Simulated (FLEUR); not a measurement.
## A self-consistent single point of NbPd2 (Immm, 3 atoms in the cell) with FLEUR

Level of theory: PBEsol, all-electron FLAPW (FLEUR), scalar-relativistic valence.

The input file:

Input of the input generator:

```
scf NbPd2
&input film=f /
-2.6992640094 3.7554130432 8.0361378237
2.6992640094 -3.7554130432 8.0361378237
2.6992640094 3.7554130432 -8.0361378237
1.0
1.0 1.0 1.0

3
41 0.0000000000 0.0000000000 0.0000000000
46 0.6665800000 0.6665800000 0.0000000000
46 0.3334200000 0.3334200000 0.0000000000

&comp jspins=1 /
&exco xctyp='PBEs' /
&kpt div1=9 div2=9 div3=9 /
&end /
```

```xml
<?xml version="1.0" encoding="UTF-8" standalone="no"?>
<fleurInput fleurInputVersion="0.39">
   <comment>
      scf NbPd2                                                                                           
   </comment>
   <calculationSetup>
      <cutoffs Kmax="4.0" Gmax="14.0" GmaxXC="14.0" numbands="0"/>
      <scfLoop itmax="80" minDistance="0.00001" maxIterBroyd="40" imix="Anderson" alpha="0.05" precondParam="0.0" spinf="2.0"/>
      <coreElectrons ctail="T" frcor="F" kcrel="0" coretail_lmax="0"/>
      <xcFunctional name="PBEs" relativisticCorrections="F"/>
      <magnetism jspins="1"/>
      <soc l_soc="F" theta="0.0" phi="0.0" spav="F"/>
      <expertModes spex="0" secvar="F"/>
      <geometryOptimization l_f="T" forcealpha="1.0" forcemix="BFGS" epsdisp="0.00001" epsforce="0.00001"/>
      <ldaU l_linMix="F" mixParam="0.05" spinf="1.0"/>
   </calculationSetup>
   <cell>
      <bzIntegration valenceElectrons="45.0" mode="gauss" fermiSmearingEnergy="0.00183747">
         <kPointListSelection listName="default-1"/>
         <!-- k-points included here -->
         <xi:include xmlns:xi="http://www.w3.org/2001/XInclude" href="kpts.xml"> </xi:include>
      </bzIntegration>
      <!-- symmetry operations included here -->
      <xi:include xmlns:xi="http://www.w3.org/2001/XInclude" href="sym.xml"> </xi:include>
      <bulkLattice scale="1.0">
         <bravaisMatrix>
            <row-1>   -2.6992640094000002     3.7554130431999999     8.0361378237000007</row-1>
            <row-2>    2.6992640094000002    -3.7554130431999999     8.0361378237000007</row-2>
            <row-3>    2.6992640094000002     3.7554130431999999    -8.0361378237000007</row-3>
         </bravaisMatrix>
      </bulkLattice>
   </cell>
   <atomSpecies>
      <species name="Niobium (Nb)" element="Nb" atomicNumber="41">
         <mtSphere radius="2.50" gridPoints="863" logIncrement="0.015"/>
         <atomicCutoffs lmax="10" lnonsphr="8"/>
         <electronConfig flipSpins="F">
            <coreConfig>(1s1/2) (2s1/2) (2p1/2) (2p3/2) (3s1/2) (3p1/2) (3p3/2) (3d3/2) (3d5/2)</coreConfig>
            <valenceConfig>(4s1/2) (4p1/2) (4p3/2) (5s1/2) (4d3/2) (4d5/2)</valenceConfig>
            <stateOccupation state="(5s1/2)" spinUp="0.5" spinDown="0.5"/>
            <stateOccupation state="(4d3/2)" spinUp="0.8" spinDown="0.8"/>
            <stateOccupation state="(4d5/2)" spinUp="1.2" spinDown="1.2"/>
         </electronConfig>
         <energyParameters s="5" p="5" d="4" f="4"/>
         <lo type="SCLO" l="0" n="4" eDeriv="0"/>
         <lo type="SCLO" l="1" n="4" eDeriv="0"/>
      </species>
      <species name="Palladium (Pd)" element="Pd" atomicNumber="46">
         <mtSphere radius="2.50" gridPoints="863" logIncrement="0.015"/>
         <atomicCutoffs lmax="10" lnonsphr="8"/>
         <electronConfig flipSpins="F">
            <coreConfig>(1s1/2) (2s1/2) (2p1/2) (2p3/2) (3s1/2) (3p1/2) (3p3/2) (4s1/2) (3d3/2) (3d5/2)</coreConfig>
            <valenceConfig>(4p1/2) (4p3/2) (5s1/2) (4d3/2) (4d5/2)</valenceConfig>
            <stateOccupation state="(5s1/2)" spinUp="0.5" spinDown="0.5"/>
            <stateOccupation state="(4d3/2)" spinUp="1.8" spinDown="1.8"/>
            <stateOccupation state="(4d5/2)" spinUp="2.7" spinDown="2.7"/>
         </electronConfig>
         <energyParameters s="5" p="5" d="4" f="4"/>
         <lo type="SCLO" l="1" n="4" eDeriv="0"/>
      </species>
   </atomSpecies>
   <atomGroups>
      <atomGroup species="Niobium (Nb)">
         <relPos label="                   1">.0000000000 .0000000000 .0000000000</relPos>
         <force calculate="T" relaxXYZ="TTT"/>
      </atomGroup>
      <atomGroup species="Palladium (Pd)">
         <relPos label="                   2">-.3334200000 -.3334200000 .0000000000</relPos>
         <relPos label="                   3">.3334200000 .3334200000 .0000000000</relPos>
         <force calculate="T" relaxXYZ="TTT"/>
      </atomGroup>
   </atomGroups>
   <output dos="F" band="F" slice="F">
      <checks vchk="F" cdinf="F"/>
      <bandDOS minEnergy="-.5*Htr" maxEnergy="0.5*Htr" sigma="0.015" storeEVData="T"/>
      <vacuumDOS vacdos="F" integ="F" star="F" nstars="0" locx1="0.0" locy1="0.0" locx2="0.0" locy2="0.0" nstm="0" tworkf="0.0"/>
      <unfoldingBand unfoldBand="F" supercellX="1" supercellY="1" supercellZ="1"/>
      <plotting iplot="0" polar="F">
         <plot TwoD="T" vec1="  1.0  0.0  0.0" vec2="  0.0  1.0  0.0" vec3="  0.0  0.0  1.0" zero="  0.0  0.0  0.0" file="plot"/>
      </plotting>
      <chargeDensitySlicing numkpt="0" minEigenval="0.0" maxEigenval="0.0" nnne="0" pallst="F"/>
      <specialOutput eonly="F"/>
      <magneticCircularDichroism mcd="F" energyLo="-10.0" energyUp="0.0"/>
   </output>
  <!-- We include the file relax.xml here to enable relaxations (see documentation) -->
  <xi:include xmlns:xi="http://www.w3.org/2001/XInclude" href="relax.xml"> <xi:fallback/> </xi:include>
</fleurInput>
```

Output (repeated stretches shortened):

```
      Welcome to FLEUR        (www.flapw.de)
      MaX-Release 8.1          (www.max-centre.eu)

 ========== k-point set info ==========
 Selected k-point list: default-1
 k-point list type: mesh
 9 x 9 x 9
 Number of k points: 125

 ------------Calculation Setup---------------------------
           1           5          25         125
 Number of basis functions:          380
 Iteration:     1   Distance:      14.86717229 me/bohr^3
 Iteration:     2   Distance:      13.32071655 me/bohr^3
 Iteration:     3   Distance:       4.99968304 me/bohr^3
 Iteration:     4   Distance:       4.68195215 me/bohr^3
 Iteration:     5   Distance:       4.50519843 me/bohr^3
 Iteration:     6   Distance:       1.12333616 me/bohr^3
   [... 7 lines left out ...]
 Iteration:    14   Distance:       0.00203142 me/bohr^3
 Iteration:    15   Distance:       0.00033939 me/bohr^3
 Iteration:    16   Distance:       0.00021134 me/bohr^3
 Iteration:    17   Distance:       0.00002960 me/bohr^3
 Iteration:    18   Distance:       0.00000831 me/bohr^3
 Reset of history
 Run finished successfully
 Stop message:
   Structural relaxation: new displacements generated

[file out, last iteration]
             iter=     19
          p o t e n t i a l   g e n e r a t o r
[...]
          integral of pseudo charge density inside the slab=        0.000000   0.000000
     coulomb potential in the interstitial region:
          density-coulomb potential integrals
          total density-coulomb potenti   -22241.9304076665
          density-effective potential integrals for spin  1
          total density-effective poten   -2.2768040800E+04
          charge density-energy density integrals
          total charge density-energy d   -4.0036876769E+02
 Updated energy parameters for spin:           1
  Atom    1 5s branch from -1.55 to  2.36 htr. ; e_l =  0.2852
  Atom    1 5p branch from -0.62 to  3.02 htr. ; e_l =  0.3984
  Atom    1 4d branch from -6.66 to  0.83 htr. ; e_l =  0.3961
  Atom    1 4f branch from -9.99 to  2.31 htr. ; e_l =  0.6592
  Atom    1 4s branch from-15.56 to -1.55 htr. ; e_l(l -1.5879
  Atom    1 4p branch from-12.18 to -0.62 htr. ; e_l(l -0.7106
  Atom    2 5s branch from -2.66 to  1.77 htr. ; e_l =  0.3223
  Atom    2 5p branch from -1.39 to  2.43 htr. ; e_l =  0.4586
  Atom    2 4d branch from-11.50 to  0.51 htr. ; e_l =  0.3351
  Atom    2 4f branch from -9.99 to  2.41 htr. ; e_l =  0.7563
  Atom    2 4p branch from-18.49 to -1.39 htr. ; e_l(l -1.4139
[...]
 fermi energy and band-weighting factors:
at   0.44444   0.55556  -0.44444   k-weight:    0.002743
   35 eigenvalues :
   -1.589323   -1.414005   -1.410893   -1.410080   -1.408709   -1.406080   -1.403775   -0.711914
   -0.708809   -0.694202    0.242226    0.253799    0.257177    0.265837    0.289730    0.307061
    0.330212    0.348608    0.357794    0.373804    0.380427    0.401839    0.418880    0.496292
    0.509879    0.521542    0.528457    0.621880    0.814918    0.860429    0.884954    0.963719
    1.014054    1.036284    1.073544
   [... 2 blocks of this kind left out ...]

[...]
FERMIE:
          first approx. to ef    (T=0)  :   0.438516 htr   (energy of the highest occ. eigenvalue)
   [... lines left out ...]
      0.000 0.000 0.000
     k-point=  102
      0.011 0.011 0.011 0.011 0.011 0.011 0.011 0.011 0.011 0.011 0.011 0.011 0.011 0.011 0.011 0.011
      0.011 0.011 0.011 0.011 0.011 0.011 0.011 0.000 0.000 0.000 0.000 0.000 0.000 0.000 0.000 0.000
      0.000 0.000 0.000
     k-point=  103
      0.011 0.011 0.011 0.011 0.011 0.011 0.011 0.011 0.011 0.011 0.011 0.011 0.011 0.011 0.011 0.011
      0.011 0.011 0.011 0.011 0.011 0.011 0.000 0.000 0.000 0.000 0.000 0.000 0.000 0.000 0.000 0.000
      0.000 0.000 0.000
     k-point=  104
      0.011 0.011 0.011 0.011 0.011 0.011 0.011 0.011 0.011 0.011 0.011 0.011 0.011 0.011 0.011 0.011
      0.011 0.011 0.011 0.011 0.011 0.011 0.011 0.000 0.000 0.000 0.000 0.000 0.000 0.000 0.000 0.000
      0.000 0.000 0.000
     k-point=  105
      0.003 0.003 0.003 0.003 0.003 0.003 0.003 0.003 0.003 0.003 0.003 0.003 0.003 0.003 0.003 0.003
      0.003 0.003 0.003 0.003 0.003 0.003 0.000 0.000 0.000 0.000 0.000 0.000 0.000 0.000 0.000 0.000
      0.000 0.000 0.000
     k-point=  106
      0.005 0.005 0.005 0.005 0.005 0.005 0.005 0.005 0.005 0.005 0.005 0.005 0.005 0.005 0.005 0.005
      0.005 0.005 0.005 0.005 0.005 0.005 0.005 0.004 0.000 0.000 0.000 0.000 0.000 0.000 0.000 0.000
      0.000 0.000 0.000
     k-point=  107
      0.005 0.005 0.005 0.005 0.005 0.005 0.005 0.005 0.005 0.005 0.005 0.005 0.005 0.005 0.005 0.
```

The run converged in 18 iterations. FLEUR gives forces in its relaxation mode, with a further iteration, so its stop message speaks of a relaxation.

The starting cell comes from a database of computed structures (which also holds hypothetical and non-ambient phases and stackings), without a prior relaxation at this level. Its lattice was rescaled by a random factor within 2.5 % of one. Spin polarisation is off. Values depend on the basis (sphere radii, cutoffs, local orbitals), which need not be converged.

Cost on one core of a shared machine: roughly 9 min.
